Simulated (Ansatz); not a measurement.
## CdTe, response to strain

The parent structure is CdTe in the zinc blende structure (space group F-43m, No. 216; a = 6.558 Å).

Strains are applied to the cell and any free atomic positions relax.

All numbers come from r2SCAN (Ansatz, a quantum-chemistry and plane-wave program; PAW; 500 eV plane waves; no spin-orbit coupling).

Notes on the quantities. energy relative to the base: free energy F.

```json
[
 {"isotropic strain (%)": "-3", "energy relative to the base (meV/atom)": "40.1"},
 {"isotropic strain (%)": "-2.5", "energy relative to the base (meV/atom)": "27.3"},
 {"isotropic strain (%)": "-2", "energy relative to the base (meV/atom)": "?"},
 {"isotropic strain (%)": "-1.5", "energy relative to the base (meV/atom)": "9.5"},
 {"isotropic strain (%)": "-1", "energy relative to the base (meV/atom)": "4.1"},
 {"isotropic strain (%)": "-0.5", "energy relative to the base (meV/atom)": "1.0"},
 {"isotropic strain (%)": "0", "energy relative to the base (meV/atom)": "0.0"}
]
```

Task: Fit ΔE = Aε² + Bε³ (ε in %) to the rows shown and predict the withheld row.

Result: Least squares on the printed values gives A = 3.96 and B = -0.17 meV/atom (largest residual 0.0 meV/atom); this predicts 17.2 meV/atom, and the run gives 17.1 meV/atom, in agreement.

No phonon test of stability was made.
